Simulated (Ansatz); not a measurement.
# A computed series for InAs: response to strain

Base system: InAs in the zinc blende structure (space group F-43m, No. 216; a = 6.026 Å).

Strains are applied to the cell and any free atomic positions relax.

Method: LDA in Ansatz (plane waves to 420 eV, PAW, no spin-orbit coupling).

Notes on the quantities. energy relative to the base: free energy F.

| case | band gap | pressure | energy relative to the base | shortest interatomic distance |
|---|---|---|---|---|
| base | zero | 0.0 GPa | 0 meV/atom | 2.609 Å |
| isotropic strain −3.00 % | 0.08 eV | 6.8 GPa | +47 meV/atom | 2.531 Å |
| isotropic strain −2.50 % | zero | … | … | 2.544 Å |
| isotropic strain −2.00 % | zero | 4.2 GPa | +20 meV/atom | 2.557 Å |
| isotropic strain −1.50 % | zero | 3.0 GPa | +11 meV/atom | 2.570 Å |
| isotropic strain +0.50 % | zero | -0.9 GPa | +1.1 meV/atom | 2.622 Å |
| isotropic strain +1.00 % | zero | -1.7 GPa | +4.5 meV/atom | 2.635 Å |
| isotropic strain +1.50 % | zero | -2.4 GPa | +9.8 meV/atom | 2.648 Å |
| isotropic strain +2.50 % | zero | -3.7 GPa | +26 meV/atom | 2.675 Å |
| isotropic strain +3.00 % | zero | -4.3 GPa | +37 meV/atom | 2.688 Å |

Task: Complete the table.

Result: 
- isotropic strain −2.50 %, pressure: 5.5 GPa
- isotropic strain −2.50 %, energy relative to the base: +32 meV/atom

A case with no gap was solved on a k-mesh chosen for an insulator, which is coarse for it. Whether these cells are dynamically stable was not tested. The final runs are not spin-polarised. The zero or small gap of InAs can change with the level of theory.

Ansatz is a quantum-chemistry and plane-wave program.
